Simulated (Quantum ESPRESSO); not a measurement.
Quick settings and what they miss: I (Cmce, 4 atoms in the cell)

Self-consistent single point.

```
I
1.0
    2.36410    -3.58811     0.00000
    2.36410     3.58811     0.00000
    0.00000     0.00000     9.66371
I
4
Direct
  0.84600   0.84600   0.88300
  0.65400   0.65400   0.38300
  0.34600   0.34600   0.61700
  0.15400   0.15400   0.11700
```

Method of the run: PBE, SSSP 1.1.2 efficiency (PBE) pseudopotentials (plane waves; Quantum ESPRESSO).

Base settings: ecutwfc = 35 Ry; ecutrho = 280 Ry; occupations = smearing; smearing = fermi-dirac; degauss = 0.00147 Ry; potentials = {I: I.pbe-n-kjpaw_psl.0.2.UPF}; K_POINTS = automatic 6 6 3 1 1 1; conv_thr = 1e-10 Ry.

Tight run (finer mesh or higher cutoff; not a proven limit): ecutwfc: 35 Ry → 49 Ry; ecutrho: 280 Ry → 392 Ry; conv_thr: 1e-10 Ry → 7.3e-11 Ry; K_POINTS: automatic 6 6 3 1 1 1 → automatic 9 9 5 1 1 1. It gave top of the valence band (on the code's own zero) 3.26 eV; gap on the k-point mesh 1.25 eV; pressure 2.18 GPa; largest force (vector length) 0.888 eV/Å.

Quick runs, as changes from the base:
- A: the base itself
- B: ecutwfc: 35 Ry → 32 Ry; ecutrho: 280 Ry → 160 Ry; conv_thr: 1e-10 Ry → 7.3e-05 Ry; pseudopotentials: {I: I.pbe-n-kjpaw_psl.0.2.UPF} → {I: i_lda_v1.uspp.F.UPF}; K_POINTS: automatic 6 6 3 1 1 1 → automatic 2 2 2 1 1 1 [LDA (PZ)]
- C: ecutwfc: 35 Ry → 21 Ry; ecutrho: 280 Ry → 168 Ry; conv_thr: 1e-10 Ry → 7.3e-06 Ry; K_POINTS: automatic 6 6 3 1 1 1 → automatic 6 6 6 1 1 1
- D: ecutwfc: 35 Ry → 17.5 Ry; ecutrho: 280 Ry → 140 Ry; K_POINTS: automatic 6 6 3 1 1 1 → automatic 2 2 2 1 1 1
- E: ecutwfc: 35 Ry → 21 Ry; ecutrho: 280 Ry → 168 Ry; smearing: fermi-dirac → marzari-vanderbilt; degauss: 0.00147 Ry → 0.0147 Ry; K_POINTS: automatic 6 6 3 1 1 1 → automatic 1 1 1 1 1 1

Dashes: energy of B, another energy zero; gap of B, D, E, left out as unsure on this mesh or at this smearing.

Gaps are read on each run's own mesh, which may miss the band edges.

† marks runs with another functional, U, potentials or spin treatment: their distance from the tight run is not a convergence error alone.

The count of work is k-points × plane waves × bands × iterations; it is no time. 

The starting cell has typed, rounded lattice constants, without a prior relaxation at this level. Its lattice was rescaled by a random factor within 2.5 % of one. Spin-orbit coupling is off. The shifted mesh does not hold Γ, so a gap read on it misses any band edge there.

```csv
run,energy less tight (meV/atom),pressure less tight (GPa),largest miss in a force vector (eV/Å),gap on the mesh less tight (eV),count of work / tight
A,3.1,-0.03,0.001,0.008,0.19
B†,–,-4.02,0.116,–,0.0070
C,27.3,-0.05,0.029,0.038,0.085
D,-53.2,-1.71,0.116,–,0.0057
E,-1212.6,-9.16,0.779,–,0.0038
```

Among the runs at the tight run's level, the energy misses run from 3.1 to 1212.6 meV/atom.

Left out of this page: 1 run of the series outside the window shown, repeating another row's setting, or not comparable; 1 run of the series stopped by limits of time or memory.
